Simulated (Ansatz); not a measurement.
System: SnTe2 (model structure, started from the rutile type, P4₂/mnm, No. 136, 6 atoms in the cell). Method: r²SCAN in Ansatz (plane waves, PAW).

The input as run:

Ansatz 0.2 input:
```yaml
crystal:
  lattice:
    - [6.919193552, 0.0, 0.0]
    - [0.0, 6.919193552, 0.0]
    - [0.0, 0.0, 4.3545062721]
  atoms:
    - { symbol: Sn, position: [0.0, 0.0, 0.0] }
    - { symbol: Sn, position: [0.5, 0.5, 0.5] }
    - { symbol: Te, position: [0.3009717441, 0.3009717441, 0.0] }
    - { symbol: Te, position: [0.8009717441, 0.1990282559, 0.5] }
    - { symbol: Te, position: [0.1990282559, 0.8009717441, 0.5] }
    - { symbol: Te, position: [0.6990282559, 0.6990282559, 0.0] }
basis:
  ecutwfc: 560
  ecutrho_ratio: 4
  xc_grid: 3
kpoints:
  mp_grid: { grid: [8, 8, 14] }
hamiltonian:
  xc: r2scan
  dispersion: none
  pseudopotentials: { kind: paw }
scf:
  occupations: { method: fermi_dirac, width: 0.05 }
  convergence: { dr2_threshold: 0.0000000006 }
output:
  forces: true
  stress: true
  eigenvalues: true
```

Excerpt of the program's output:

```
Crystal: 6 atoms, lattice volume = 208.473 Å³
Basis set: ecut = 560 eV, 6273 PW (Γ), exchange–correlation on 162×162×108 points (27 copies of the dense FFT grid, shifted against one another)
Bands: 56, of which v1, the nominal top of the filled ones, is band 46 counted from 1 (45 counted from 0)
Symmetry: 16 space group operations
Space group: P42/mnm (ITA 136), of the structure as read, at distance tolerance 5.9e-5 Å
k-points: 120 of 896
Functional: x = r2scan, c = r2scan; τ floored in thin density (d = 2e-4 eV/Å³)
SCF iter   1: F=—  HF=-40056.190837 eV  |F-HF|=—  |Δ(HF+E_count)|=         —  Δρ=5.48e-3  dr2=6.08e-2  dr2_τ=4.48e-3
SCF iter   2: F=—  HF=-40056.215733 eV  |F-HF|=—  |Δ(HF+E_count)|=   2.49e-2  Δρ=9.83e-4  dr2=1.66e-3  dr2_τ=1.27e-4
  ...
SCF iter   7: F=—  HF=-40056.215744 eV  |F-HF|=—  |Δ(HF+E_count)|=   2.63e-8  Δρ=1.27e-6  dr2=3.50e-9  dr2_τ=1.87e-10
SCF iter   8: F=-40056.215744 eV  HF=-40056.215744 eV  |F-HF|=3.35e-10  |Δ(HF+E_count)|=   1.72e-9  Δρ=3.75e-7  dr2=2.04e-10  dr2_τ=1.09e-11
SCF 1 converged in 8 iterations: F = -40056.215744 eV  dr2 = 2.04e-10
SCF converged after 8 iterations
Free energy (F): -40056.215744 eV
Internal energy: -40056.192522 eV  (E = F + TS)
E sigma→0 (E₀):  -40056.204133 eV
Fermi energy:    7.385777 eV
--- Forces (eV/Å), atoms counted from 1 ---
  atom   1  Sn     0.00000000    -0.00000000     0.00000000
  atom   2  Sn     0.00000000    -0.00000000    -0.00000000
  atom   3  Te     0.05712841     0.05712841     0.00000000
  atom   4  Te     0.05712841    -0.05712841     0.00000000
  atom   5  Te    -0.05712841     0.05712841    -0.00000000
  atom   6  Te    -0.05712841    -0.05712841    -0.00000000
--- Stress (GPa, compression-positive) ---
        1.116865       0.000000       0.000000
        0.000000       1.116865       0.000000
        0.000000       0.000000       1.024288
  P = ⅓ Tr σ = 1.0860 GPa (10.860 kbar)
```

The PAW data were made under PBE.

Note: the relaxation could raise the start's symmetry but not lower it, so the cell can be a saddle point. Note: cell and atoms aren't relaxed at this level (largest force component 0.06 eV/Å, pressure 1.1 GPa).

Cost on a shared machine: about 2.2 core-minutes (a rough figure).

A model structure was made by putting elements into a prototype or built by hand; it is no filed structure, need not be a known phase, and can be a saddle point held by its symmetry.

Ansatz is an electronic-structure program.
